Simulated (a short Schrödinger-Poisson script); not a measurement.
Structure: MOS inversion layer, Si3N4 on p-type Si(100), at 400 K.

From the gate side: 1.8 nm Si3N4; 340 nm Si, acceptors 1.6e18 cm⁻³.

The device is made up for the run: typed textbook-type constants, with dimensions and the other settings drawn at random. Si3N4: permittivity 7.5, conduction-band edge (eV) 1.95, gap (eV) 5.1, electron mass (mₑ) 0.5. Si: permittivity 11.7, conduction-band edge (eV) 0, gap (eV) 1.124, Nv at 300 K (cm⁻³) 3.1e19.

Channel valleys (confinement mass, in-plane density-of-states mass, number): Δ2 0.916, 0.19, 2; Δ4 0.19, 0.417, 4. At the gate the conduction-band edge of layer 1 lies 2.43 eV − eVg above the Fermi level of the channel; the field vanishes at the back. Gaps are held at their typed values at every temperature. Mesh 0.03 nm at interfaces.

From a short Schrödinger-Poisson script (our own, NumPy): 1D Poisson equation in equilibrium, electrons quantum, Hartree (BenDaniel-Duke, 12 states a valley, the channel's in-plane mass for all, wave functions ending at the dielectric), parabolic valleys, classical holes, full ionisation, no traps, pinning or gate leakage.

| Vg (V) | electrons (cm⁻²) | C (μF/cm²) | Δ2 E0 (meV from the Fermi level) | Δ4 E0 (meV from the Fermi level) |
|---|---|---|---|---|
| 0.5 | 2.10e9 | 0.371 | 284.5 | 368.1 |
| 0.55 | 7.10e9 | 0.379 | 242.0 | 327.3 |
| 0.6 | 2.37e10 | 0.425 | 199.9 | 286.9 |
| 0.65 | 7.52e10 | 0.571 | 159.4 | 248.2 |
| 0.7 | 2.11e11 | 0.884 | 123.0 | 213.7 |
| 0.75 | 4.84e11 | 1.29 | 93.4 | 186.2 |
| 0.8 | 8.97e11 | 1.64 | 70.7 | 165.9 |
| 0.85 | 1.42e12 | 1.89 | 53.3 | 151.1 |
| 0.9 | 2.01e12 | 2.06 | 39.4 | 139.9 |
| 0.95 | 2.66e12 | 2.18 | 27.8 | 131.1 |
| 1 | 3.34e12 | 2.27 | 17.9 | 123.9 |
| 1.05 | 4.06e12 | 2.34 | 9.1 | 117.9 |
| 1.1 | 4.79e12 | 2.40 | 1.2 | 112.7 |
| 1.15 | 5.54e12 | 2.44 | -6.1 | 108.1 |
| 1.2 | 6.30e12 | 2.48 | -12.9 | 104.0 |
| 1.25 | 7.07e12 | 2.51 | -19.2 | 100.3 |
| 1.3 | 7.86e12 | 2.54 | -25.3 | 96.9 |
| 1.35 | 8.65e12 | 2.57 | -31.0 | 93.8 |
| 1.4 | 9.45e12 | 2.59 | -36.6 | 90.9 |

Gate voltages with under 1e9 electrons/cm² are left out.

**Question.** At Vg = 1.4 V the lowest Δ2 subband lies at -36.6 meV from the Fermi level. How many electrons does it hold, and what share of all?

**Answer.** The two-dimensional density of states is g m/(πħ²) = 1.59e11 cm⁻² meV⁻¹ (both spins), kT = 34.5 meV, so n = D kT ln(1 + exp(−E/kT)) = 7.43e12 cm⁻², 0.79 of the 9.45e12 cm⁻² in all.

**Question.** Compare the slope of the sheet density between 1.3 and 1.4 V with the geometric capacitance of the layers between gate and channel.

**Answer.** q Δn/ΔV = 2.55 μF/cm²; ε0/Σ(t/ε) = 3.69 μF/cm². The ratio is 0.69: the channel acts as a further capacitance in series.
